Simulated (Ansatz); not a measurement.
The parent structure is HfB2 (space group P6/mmm, No. 191; relaxed with 0.1 eV smearing).

```
HfB2
1.0
    3.14568     0.00000     0.00000
   -1.57284     2.72424     0.00000
    0.00000     0.00000     3.48634
Hf B
1 2
Direct
  0.00000   0.00000   0.00000
  0.33333   0.66667   0.50000
  0.66667   0.33333   0.50000
```

The values are results of Ansatz (a program for electronic structure) PBE, scalar-relativistic without spin-orbit coupling, not measurements.

Base values:

- Pressure: 0.0 GPa
- Band gap: zero

Now apply this change: every lattice vector is shortened by 1.42 %; the atoms relax in the strained cell.

Question: How does this affect the pressure?

Answer: The pressure (mean of the normal stresses, compression positive) goes from zero to 11.6 GPa.

Question: Predict the new energy relative to the base.

Answer: The energy rises by 15 meV/atom.

Question: What happens to the band gap?

Answer: The band gap remains zero.

Whether these cells are dynamically stable was not tested. All final runs are without spin polarisation.
